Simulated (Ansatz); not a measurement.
For SnCl (P6₃mc, No. 186, 4 atoms in the cell; start mp-978928), PBE-D3(BJ) (Ansatz, a first-principles code, PAW) gives:

```
Item                                   Value
------------------------------  ------------
equilibrium lattice constant a       3.420 Å
c axis length                       10.008 Å
cohesive energy                 3.13 eV/atom
```

### Question
What does r²SCAN+rVV10 (plane waves, PAW; Ansatz) give for the same quantities?

### Answer

- lattice constant a: 3.409 Å (shrinks by 0.3 %)
- lattice parameter c: 10.227 Å (increases by 2.2 %)
- cohesive energy: 3.06 eV/atom (shrinks by 0.07 eV/atom)

Changes are worked out from the printed values.

Unless a cell is named, each level is at its own relaxed cell (PBE-D3(BJ) 25.34, r²SCAN+rVV10 25.73 Å³/atom).

Levels without +SOC leave out spin–orbit coupling, which shifts energies and cells of such heavy elements.

Caveats: a distance lies near a switch of the dispersion term, which can move the cell (PBE-D3(BJ)); the relaxation could not lower the start's symmetry, so the cell can be a saddle point above a distorted one (PBE-D3(BJ), r²SCAN+rVV10). Ansatz's density-functional and Hartree–Fock values are scalar-relativistic unless marked +SOC, with PAW data made under PBE.

A start named mp-… is a Materials Project structure, which need not be a measured phase.
